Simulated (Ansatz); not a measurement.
TiSi2: uniaxial stress, 1 GPa tension along x

Start from TiSi2 (space group Cmcm, No. 63; a = 3.527 Å, b = 13.517 Å, c = 3.565 Å). Axes: x, y, z lie along a, b, c of the conventional cell.

The change: uniaxial stress, 1 GPa tension along x; all other stress components relax to zero.

Level of theory: r2SCAN/PAW in Ansatz (a first-principles code), spin-orbit coupling left out. k-mesh 14×14×13 (Γ-centred); smearing 0.05 eV (Fermi–Dirac).

| quantity | base | changed | shift |
|---|---|---|---|
| volume per atom | 14.16 Å³ | 14.19 Å³ | +0.03 Å³ |
| space group | Cmcm (No. 63) | Cmcm (No. 63) | – |
| shortest interatomic distance | 2.380 Å | 2.380 Å | 0.000 Å |
| energy relative to the base (free energy F) | 0 meV/atom | +0.2 meV/atom | +0.2 meV/atom |
| band gap | zero | zero | – |
| strain response (xx, yy, zz) (rough) | – | (+0.41, −0.09, −0.11) % | – |

Final structure:

```
TiSi2
1.0
    1.77049    -6.75251     0.00000
    1.77049     6.75251     0.00000
    0.00000     0.00000     3.56116
Si Ti
4 2
Direct
  0.94153   0.05847   0.75000
  0.05847   0.94153   0.25000
  0.25018   0.74982   0.75000
  0.74982   0.25018   0.25000
  0.60312   0.39688   0.75000
  0.39688   0.60312   0.25000
```

Without a gap, meshes like the base's 14×14×13 leave anisotropic stresses uncertain by several tenths of a GPa, and small strain energies with them. Stability under load was not tested beyond the relaxation. All final runs are without spin polarisation.
